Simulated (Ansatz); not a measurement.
The reference is SnO in the litharge type structure (space group P4/nmm, No. 129; a = 3.836 Å, c = 4.757 Å; layered, stacked along the Cartesian z axis).

The values are results of PBE-D3(BJ) (Ansatz, a first-principles code, PAW, no spin-orbit coupling), earlier PAW set, not measurements.

Before the change:

* **Pressure**: 0.0 GPa
* **Gap character**: absent
* **Band gap**: zero

Modification: every lattice vector is stretched by 3.43 %; the atoms relax in the strained cell.

### Question
Predict the new pressure, gap character, largest internal atomic displacement and band gap.

### Answer
The pressure (mean of the normal stresses, compression positive) goes from zero to -4.0 GPa; the gap character becomes indirect, M–Γ (79 % along) → M (base: absent); the largest internal atomic displacement amounts to 0.075 Å; the band gap goes from zero to 0.74 eV.

No phonon test of stability was made. The final runs are not spin-polarised. A zero or small gap of SnO can be the functional's error rather than a property of the material.
